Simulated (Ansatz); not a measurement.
**HfO2, pressure series**

The parent structure is HfO₂ (space group P4_2/nmc, No. 137).

```xyz
6
Lattice="3.6048 0.0000 0.0000 0.0000 3.6048 0.0000 0.0000 0.0000 5.2650" Properties=species:S:1:pos:R:3 pbc="T T T"
Hf     0.0000     0.0000     0.0000
Hf     1.8024     1.8024     2.6325
O      0.0000     1.8024     1.0174
O      0.0000     1.8024     3.6499
O      1.8024     0.0000     1.6151
O      1.8024     0.0000     4.2476
```

Cell and atoms are relaxed at each pressure.

Method: PBE in Ansatz (plane waves to 420 eV, PAW, no SOC), earlier PAW set.

```tsv
pressure (GPa)	volume per atom (Å³/atom)
-2	11.545
-1	11.472
0	11.403
0.3	11.383
0.7	11.357
1.5	11.305
5	?
7.5	10.961
10	10.836
```

Problem. Fit the third-order Birch–Murnaghan form P(V) = (3B₀/2)[(V₀/V)^(7/3) − (V₀/V)^(5/3)]·[1 + (3/4)(B₀′ − 4)((V₀/V)^(2/3) − 1)] (squares taken in P) to the rows shown and predict the withheld row.

Solution. Least squares on the printed values gives V₀ = 11.403 Å³/atom, B₀ = 169 GPa, B₀′ = 5.9; this predicts 11.096 Å³/atom, and the run gives 11.096 Å³/atom, in agreement.

Load acts through the strain it causes; cell and atoms are relaxed under it. Stability against distortions was not tested. No other phases were tried under pressure. This is not the structure that HfO2 has at room temperature and ambient pressure.

Ansatz is a first-principles code.
